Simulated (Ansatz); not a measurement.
**CaSnO3, response to strain**

Take CaSnO3 (space group R-3, No. 148) as the base.

```
CELL_PARAMETERS angstrom
      2.75187     1.58879     5.07721
     -2.75187     1.58879     5.07721
      0.00000    -3.17759     5.07721
ATOMIC_POSITIONS crystal
  Ca 0.63745 0.63745 0.63745
  Ca 0.36255 0.36255 0.36255
  Sn 0.84601 0.84601 0.84601
  Sn 0.15399 0.15399 0.15399
  O  0.96497 0.55618 0.20906
  O  0.03503 0.44382 0.79094
  O  0.20906 0.96497 0.55618
  O  0.79094 0.03503 0.44382
  O  0.55618 0.20906 0.96497
  O  0.44382 0.79094 0.03503
```

Cartesian axes are those of the cell as printed.

Strains are applied to the cell and any free atomic positions relax; under biaxial strain the out-of-plane vector relaxes too; under stress the whole cell relaxes.

Level of theory: DFT with PBEsol, PAW potentials and a 420 eV plane-wave cutoff in Ansatz (a program for electronic structure), no SOC.

Notes on the quantities. pressure: mean of the normal stresses, compression positive; energy relative to the base: free energy F.

```json
[
 {"case": "base", "pressure": "0.00 GPa", "smallest direct gap": "3.39 eV", "gap character": "indirect, k = (0, 0.286, 0.286) in the run's primitive reciprocal basis → Γ", "electron mass": "0.42 mₑ along c, 0.35 mₑ across (at Γ)", "energy relative to the base": "0 meV/atom"},
 {"case": "biaxial strain −1.92 %, plane normal [001], relaxed out of plane", "pressure": "3.89 GPa", "smallest direct gap": "(withheld)", "gap character": "indirect, k = (0.143, 0.286, 0.429) in the run's primitive reciprocal basis → Γ", "electron mass": "0.43 mₑ out of plane, 0.36 mₑ in plane (at Γ)", "energy relative to the base": "+9.2 meV/atom"},
 {"case": "isotropic strain +1.08 %", "pressure": "-4.04 GPa", "smallest direct gap": "(withheld)", "gap character": "indirect, k = (0, 0.286, 0.286) in the run's primitive reciprocal basis → Γ", "electron mass": "0.42 mₑ along c, 0.34 mₑ across (at Γ)", "energy relative to the base": "(withheld)"},
 {"case": "uniaxial strain ε_xx = −0.62 %", "pressure": "0.93 GPa", "smallest direct gap": "3.42 eV", "gap character": "indirect, k = (0.286, 0, 0.286) in the run's primitive reciprocal basis → Γ", "electron mass": "0.42 mₑ along z, 0.35 mₑ across (at Γ)", "energy relative to the base": "(withheld)"},
 {"case": "uniaxial stress, 1 GPa tension along x", "pressure": "–", "smallest direct gap": "3.35 eV", "gap character": "indirect, k = (0.286, 0.286, 0) in the run's primitive reciprocal basis → Γ", "electron mass": "0.42 mₑ along z, 0.35 mₑ across (at Γ)", "energy relative to the base": "+0.2 meV/atom"}
]
```

Problem. Complete the table.

Solution. 
- biaxial strain −1.92 %, plane normal [001], relaxed out of plane, smallest direct gap: 3.58 eV
- isotropic strain +1.08 %, smallest direct gap: 3.17 eV
- isotropic strain +1.08 %, energy relative to the base: +5.7 meV/atom
- uniaxial strain ε_xx = −0.62 %, energy relative to the base: +0.4 meV/atom

Masses are band curvatures over ±0.01 Å⁻¹ around the edge. Stability under load was not tested beyond the relaxation. k-point labels follow each cell's own Brillouin zone.
